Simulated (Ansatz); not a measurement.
## Effect of biaxial strain +0.50 %, plane normal [001], relaxed out of plane on GaSb

Take GaSb in the zinc blende structure (space group F-43m, No. 216; a = 6.1324 Å) as the base. Axes: x, y, z lie along the cube axes.

It is then changed as follows: tensile biaxial strain of 0.50 % in the plane normal to [001], as in epitaxy on a mismatched substrate; the out-of-plane cell vector and the atoms relax.

Calculations: Kohn–Sham DFT with the r2SCAN functional, run in Ansatz (a quantum-chemistry and plane-wave program) with PAW and 500 eV plane waves, scalar-relativistic without spin-orbit coupling. Γ-centred 13×13×13 mesh, Fermi–Dirac width 0.05 eV.

| quantity | base | changed | shift |
|---|---|---|---|
| volume per atom | 28.83 Å³ | 28.99 Å³ | +0.167 Å³ |
| space group | F-43m (No. 216) | I-4m2 (No. 119) | – |
| shortest interatomic distance | 2.655 Å | 2.661 Å | +0.0052 Å |
| energy relative to the base (free energy F) | 0 meV/atom | +0.4 meV/atom | +0.4 meV/atom |
| band gap | 0.41 eV | 0.33 eV | -0.08 eV |
| gap character | direct at Γ | direct at Γ | – |
| valence-band top at Γ (three highest levels, from the VBM) | 0.00, 0.00, 0.00 eV | 0.00, -0.05, -0.05 eV | – |
| out-of-plane strain | – | -0.42 % | – |

Final structure (turned so that z lies along the plane normal):

```
GaSb
1.0
    4.35792     0.00000     0.00000
    0.00000     4.35792     0.00000
    2.17896    -2.17896     3.05338
Ga Sb
1 1
Direct
  0.00000   0.00000   0.00000
  0.75000   0.75000   0.50000
```

Cost of the whole job for the changed cell (relaxation, final SCF and bands): roughly 3 core-minutes.

With Sb present, leaving out spin-orbit coupling can change the band edges. Stability against distortions was not tested. Labels are those of the standard path for the cell's own space group.
